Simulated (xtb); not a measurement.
xtb 6.7.1, GFN1-xTB: Al(H)2(NMe2Et) (CC[N](C)(C)->[AlH2+]), charge +1, multiplicity 1, 19 atoms. The geometry is a generated start, not checked to be a minimum at this level.

```yaml
run_flags: --grad
method: GFN1-xTB
"--acc": 1 (default)
"--etemp (K)": 300 (default)
basis_functions: 56
valence_electrons: 36
```

```xyz
19

Al    -1.5960    -0.8559    -0.5557
H     -2.3547    -1.6449     0.5053
H     -1.9141    -0.5865    -2.0259
C     -0.7911     1.7936     0.3893
C      0.3283     1.0698    -0.3415
N      0.2707    -0.3872    -0.0947
C      1.2648    -1.0616    -0.9426
C      0.4752    -0.7296     1.3176
H     -1.7423     1.2357     0.2549
H     -0.5995     1.9016     1.4532
H     -0.9341     2.7872    -0.0283
H      0.2032     1.2146    -1.4240
H      1.3060     1.4708    -0.0541
H      1.0097    -0.9109    -1.9947
H      1.2600    -2.1322    -0.7394
H      2.2688    -0.6734    -0.7621
H      1.4277    -0.3493     1.6902
H     -0.3413    -0.3249     1.9235
H      0.4586    -1.8169     1.4289
```

Charge 1 and multiplicity 1 are set for this test and not shown to be the ground state.

One run each on 1 thread. Values of broydamp tried: 0.02, 0.05, 0.1, 0.2, 0.4 (default), 0.6, 0.8, 1.

### Question
How does the count of SCC iterations change with broydamp, and where is it least?

### Answer
Fewest SCC iterations, within one of each other: 0.4 (default) with 9, 0.6 with 9. The count rises to 16 at 0.02. All converge to one solution.

```json
[
 {"broydamp": "0.02", "SCC iterations": "16", "end": "same solution"},
 {"broydamp": "0.05", "SCC iterations": "14", "end": "same solution"},
 {"broydamp": "0.1", "SCC iterations": "13", "end": "same solution"},
 {"broydamp": "0.2", "SCC iterations": "11", "end": "same solution"},
 {"broydamp": "0.4 (default)", "SCC iterations": "9", "end": "same solution"},
 {"broydamp": "0.6", "SCC iterations": "9", "end": "same solution"},
 {"broydamp": "0.8", "SCC iterations": "11", "end": "same solution"},
 {"broydamp": "1", "SCC iterations": "12", "end": "same solution"}
]
```
